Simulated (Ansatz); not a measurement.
Worked example: self-consistent single point of PdIn (Pm-3m, 2 atoms in the cell) in Ansatz (a first-principles code).

Level of theory: PBE (plane waves, PAW; Ansatz).

The change in words: lattice scaled by 0.98. Reference geometry:
```xyz
2
Lattice="3.2500 0.0000 0.0000 0.0000 3.2500 0.0000 0.0000 0.0000 3.2500" Properties=species:S:1:pos:R:3 pbc="T T T"
In     1.6250     1.6250     1.6250
Pd     0.0000     0.0000     0.0000
```

Reference input (self-consistent single point, DFT, PBE, plane waves, default PAW files): basis.ecutwfc = 30.9 Ry; kpoints.mp_grid.grid = 8 8 8; hamiltonian.xc = pbe; hamiltonian.pseudopotentials = {kind: paw} (the program's default PAW files); scf.occupations.method = fermi_dirac; scf.occupations.width = 0.0073 Ry. This run's input differs from it in these lines:

```diff
@@ -2,5 +2,5 @@
   lattice:
-    - [3.250000, 0.000000, 0.000000]
-    - [0.000000, 3.250000, 0.000000]
-    - [0.000000, 0.000000, 3.250000]
+    - [3.185000, 0.000000, 0.000000]
+    - [0.000000, 3.185000, 0.000000]
+    - [0.000000, 0.000000, 3.185000]
   atoms:
```

Output (repeated stretches shortened):

```
SCF iter   1: F=—  HF=-12571.506215 eV  |F-HF|=—  |Δ(HF+E_count)|=         —  Δρ=1.68e-3  dr2=7.12e-4  ethr=1.77e-3  ⟨swp⟩=5.7  Hψ=3149  notcnv=0
all-band conjugate gradients solve this SCF's bands
preconditioner: auto → none
SCF iter   2: F=—  HF=-12571.506758 eV  |F-HF|=—  |Δ(HF+E_count)|=   5.43e-4  Δρ=6.59e-4  dr2=7.40e-5  ethr=2.30e-6  ⟨swp⟩=2.6  Hψ=1434  notcnv=0
   [... lines left out ...]
SCF iter   4: F=-12571.506807 eV  HF=-12571.506807 eV  |F-HF|=5.93e-8  |Δ(HF+E_count)|=   3.12e-6  Δρ=1.94e-5  dr2=2.47e-8  ethr=6.86e-9  ⟨swp⟩=2.3  Hψ=1044  notcnv=0
iter 5 did not close the SCF: its close was put off for the readings that it lacked (scf_convergence_deferred on its scf_iter line)
SCF iter   5: F=-12571.506807 eV  HF=-12571.506807 eV  |F-HF|=1.73e-9  |Δ(HF+E_count)|=   6.52e-8  Δρ=4.56e-6  dr2=4.27e-9  ethr=7.98e-11  ⟨swp⟩=2.0  Hψ=1098  notcnv=0
SCF iter   6: F=-12571.506807 eV  HF=-12571.506807 eV  |F-HF|=1.46e-11  |Δ(HF+E_count)|=  5.82e-10  Δρ=4.86e-7  dr2=3.85e-11  ethr=1.38e-11  ⟨swp⟩=2.2  Hψ=2148  notcnv=0
SCF 1 converged in 6 iterations: F = -12571.506807 eV  dr2 = 3.85e-11
Free energy (F): -12571.506807 eV
Internal energy: -12571.483236 eV  (E = F + TS)
E sigma→0 (E₀):  -12571.495022 eV
Entropy (-TS):   -0.023571 eV (-11.785 meV/atom)
Fermi energy:    18.539184 eV
--- Forces (eV/Å), atoms counted from 1 ---
  atom   1  In     0.00000000    -0.00000000     0.00000000
  atom   2  Pd     0.00000000     0.00000000     0.00000000
--- Stress (GPa, compression-positive) ---
       17.080884       0.000000       0.000000
        0.000000      17.080884       0.000000
        0.000000       0.000000      17.080884
  P = ⅓ Tr σ = 17.0809 GPa (170.809 kbar)
  The stress holds the Pulay correction. Without it, at fixed plane waves, as pw.x and ABINIT print it: P = 16.9818 GPa
```

The run converged in 6 iterations. Against the reference run the free energy goes up by 72.3 meV/atom and the pressure goes from 6.52 to 17.08 GPa. The full log also holds: “iter 4 did not close the SCF: its close was put off for the readings that it lacked (scf_convergence_deferred on its scf_iter line)”.

The starting cell has typed, rounded lattice constants, without a prior relaxation at this level. For this run, on top of that: lattice scaled by 0.98. Spin polarisation is off. With a pressure of about 17 GPa the cell is away from its equilibrium volume at this level. Ansatz's pressure includes its estimate of the finite-basis (Pulay) stress.

Keys are those of Ansatz 0.2.
